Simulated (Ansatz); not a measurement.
Start from Ru in the hcp (Mg type) structure (space group P6_3/mmc, No. 194; relaxed with 0.1 eV smearing).

```
CELL_PARAMETERS angstrom
      2.70429     0.00000     0.00000
     -1.35214     2.34198     0.00000
      0.00000     0.00000     4.26291
ATOMIC_POSITIONS crystal
  Ru 0.66667 0.33333 0.75000
  Ru 0.33333 0.66667 0.25000
```

Computed with r2SCAN in Ansatz (plane waves to 500 eV, PAW, no SOC).

Strains are applied to the cell and any free atomic positions relax.

One change was made to it. Results:

The pressure (mean of the normal stresses, compression positive) goes from zero to 30.7 GPa; the energy grows by 88 meV/atom.

Task: Name the change that was made.
(A) isotropic strain −0.50 %
(B) isotropic strain −3.00 %
(C) isotropic strain −2.50 %
(D) isotropic strain −1.00 %
(E) isotropic strain −1.50 %

Result: C, isotropic strain −2.50 %. For comparison, the energy relative to the base in the other runs: isotropic strain −0.50 % gives +3.3 meV/atom; isotropic strain −3.00 % gives +129 meV/atom; isotropic strain −1.00 % gives +13 meV/atom; isotropic strain −1.50 % gives +31 meV/atom.

Stability against distortions was not tested. The final runs are not spin-polarised.

Ansatz is a quantum-chemistry and plane-wave program.
